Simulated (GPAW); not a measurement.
Band structure of YbH₂ (Fm-3m, 3 atoms in the cell).

```xyz
3
Lattice="0.0000 2.7004 2.7004 2.7004 0.0000 2.7004 2.7004 2.7004 0.0000" Properties=species:S:1:pos:R:3 pbc="T T T"
Yb     0.0000     0.0000     0.0000
H      4.0506     4.0506     4.0506
H      1.3502     1.3502     1.3502
```

Method of the run: LDA (Perdew-Wang 92), GPAW PAW datasets LDA (gpaw-data 1.0.1) (plane waves; GPAW).

Settings: mode = pw; ecut = 800 eV; xc = LDA; kpts = 9 9 9; mesh shift (steps) = 0 0 0; occupations.name = fermi-dirac; occupations.width = 0.05 eV; nbands = -11; symmetry.symmorphic = false; symmetry.tolerance = 0.0005; maxiter = 150; bandpath_npoints = 40.

The starting cell comes from a database of computed structures (which also holds hypothetical and non-ambient phases and stackings), without a prior relaxation at this level. Spin-orbit coupling is off. Spin polarisation is off.

Levels in eV from the Fermi level, bands 10 to 17:
```json
[
 {"point": "Γ", "10": "-0.21", "11": "-0.21", "12": "-0.21", "13": "0.92", "14": "2.59", "15": "2.59", "16": "2.59", "17": "5.10"},
 {"point": "X", "10": "-0.30", "11": "-0.29", "12": "-0.27", "13": "-0.27", "14": "-0.19", "15": "6.38", "16": "6.38", "17": "6.63"},
 {"point": "W", "10": "-0.29", "11": "-0.29", "12": "-0.24", "13": "-0.24", "14": "0.22", "15": "2.34", "16": "6.72", "17": "6.74"},
 {"point": "K", "10": "-0.29", "11": "-0.28", "12": "-0.27", "13": "-0.22", "14": "-0.02", "15": "4.13", "16": "4.43", "17": "5.97"},
 {"point": "L", "10": "-0.27", "11": "-0.26", "12": "-0.26", "13": "-0.21", "14": "2.63", "15": "2.63", "16": "5.17", "17": "6.19"},
 {"point": "U", "10": "-0.29", "11": "-0.28", "12": "-0.27", "13": "-0.22", "14": "-0.02", "15": "4.13", "16": "4.43", "17": "5.97"}
]
```

Bands cross the Fermi level along this path, so the cell is metallic at this level.
